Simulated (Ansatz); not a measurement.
SnS2: pressure series

The parent structure is SnS2 in the CdI2 type structure (space group P-3m1, No. 164; a = 3.626 Å, c = 5.573 Å; layered, stacked along the Cartesian z axis).

Cell and atoms are relaxed at each pressure.

The values are results of DFT with PBEsol-D3(BJ), PAW potentials and a 420 eV plane-wave cutoff in Ansatz (an electronic-structure program), without spin-orbit coupling, not measurements.

Notes on the quantities. enthalpy: H = E + PV relative to the base's energy.

```json
[
 {"case": "base", "enthalpy": "–", "band gap": "0.96 eV", "volume per atom": "21.15 Å³"},
 {"case": "pressure −2 GPa", "enthalpy": "-0.27 eV/atom", "band gap": "1.36 eV", "volume per atom": "23.07 Å³"},
 {"case": "pressure −1 GPa", "enthalpy": "-0.13 eV/atom", "band gap": "1.10 eV", "volume per atom": "21.82 Å³"},
 {"case": "pressure 15 GPa", "enthalpy": "+1.77 eV/atom", "band gap": "zero", "volume per atom": "17.51 Å³"},
 {"case": "pressure 30 GPa", "enthalpy": "+3.33 eV/atom", "band gap": "zero", "volume per atom": "15.93 Å³"},
 {"case": "pressure 50 GPa", "enthalpy": "+5.23 eV/atom", "band gap": "zero", "volume per atom": "14.57 Å³"},
 {"case": "pressure 75 GPa", "enthalpy": "+7.40 eV/atom", "band gap": "zero", "volume per atom": "13.33 Å³"},
 {"case": "pressure 100 GPa", "enthalpy": "+9.41 eV/atom", "band gap": "zero", "volume per atom": "12.39 Å³"}
]
```

The mesh was chosen for an insulator and is coarse for the gapless case. Load acts through the strain it causes; cell and atoms are relaxed under it. Stability against distortions was not tested. No other phases were tried under pressure. The final runs are not spin-polarised. A zero or small gap of SnS2 under pressure 15 GPa and SnS2 under pressure 30 GPa can be the functional's error rather than a property of the material.
